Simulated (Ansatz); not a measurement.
Relaxation of the outer planes of the (111) surface of cuprite in its 1x1 cell (cut with top plane 4 Cu, bottom plane 4 Cu), relaxed from an ideal cut (the real face may reconstruct), outermost plane spacing 0.62 Å in the ideal cut (one of several cuts of this face), with 4 Cu a cell over the bulk's ratio.

Method: PBE (plane waves to 420 eV, PAW; Ansatz, an electronic-structure program).

Slab: 34 atoms, Cu24O10, 12.4 Å thick at the start; k 5x5x1, smearing 0.025 eV, dipole-corrected; all atoms relaxed; held to the start's symmetry, so lower structures may exist; no spin, no spin-orbit, no U.

| plane | atoms | bulk spacing to the next (Å) | relaxed spacing (Å) | change (%) | rumpling (Å) |
|---|---|---|---|---|---|
| 1 | 4 Cu | 0.620 | [?] | [?] | 0.25 |
| 2 | O | 1.241 | 1.572 | 26.7 | 0.00 |

Q: Complete the blanks.

A: 
- 1, relaxed spacing (Å): 0.135
- 1, change (%): -78.3
